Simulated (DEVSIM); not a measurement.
Structure: abrupt GaAs p-n junction, at 250 K.

Layer 1 from the left is GaAs, thickness (μm) 0.770, Na (cm⁻³) 1.2e16, τn (s) 3.5e-10, τp (s) 3.5e-10. Layer 2 from the left is GaAs, thickness (μm) 60.0, Nd (cm⁻³) 1.6e15, τn (s) 3.5e-10, τp (s) 3.5e-10.

Left contact: ohmic. Right contact: ohmic. Voltage is applied to the left contact. Recombination: SRH at mid-gap, radiative. Mobility is μmin + (μ − μmin)/(1 + (N/Nref)^α).

This is a model device: material constants are rounded textbook-type values typed into the input, and sizes, dopings and lifetimes were drawn at random. Values at 300 K; Nc and Nv go as T^1.5, mobilities as T to minus their exponent, the gap by Varshni's rule with the affinity fixed.

GaAs: gap (eV) 1.424, affinity (eV) 4.07, permittivity 12.9, Nc (cm⁻³) 4.7e17, Nv (cm⁻³) 9e18, μn (cm²/Vs) 8500, μp (cm²/Vs) 400, μn,min 500, μp,min 20, Nref,n 6e16, Nref,p 1.5e17, αn 0.39, αp 0.38, T exponent of μn 2.1, T exponent of μp 2.2, B (cm³/s) 2e-10, Varshni α (eV/K) 0.000541, Varshni β (K) 204.

### Question
Estimate by hand the built-in potential, the peak field at zero bias, the capacitance at -1.5 V, and compare with a numerical solution.

### Answer

- Built-in potential: ni = √(Nc Nv) exp(−Eg/2kT) = 4150 cm⁻³ with Eg = 1.446 eV; Vbi = kT/q ln(Na Nd/ni²) = 1.193 V; numerical 1.193 V.
- Peak field at zero bias: depletion approximation: W = √(2εVbi/(qN)) = 1.10 μm with N = 1.41e15 cm⁻³; field = 2Vbi/W = 21700 V/cm; numerical 21300 V/cm (estimate above by 1.8 %).
- Capacitance at -1.5 V: C = √(qεN / 2(Vbi + |V|)) = 6.93 nF/cm²; numerical 6.98 nF/cm² (estimate below by 0.80 %).

Simulated with DEVSIM: 1D drift-diffusion, Boltzmann statistics, complete ionisation; no tunnelling, impact ionisation, image-force lowering or self-heating.
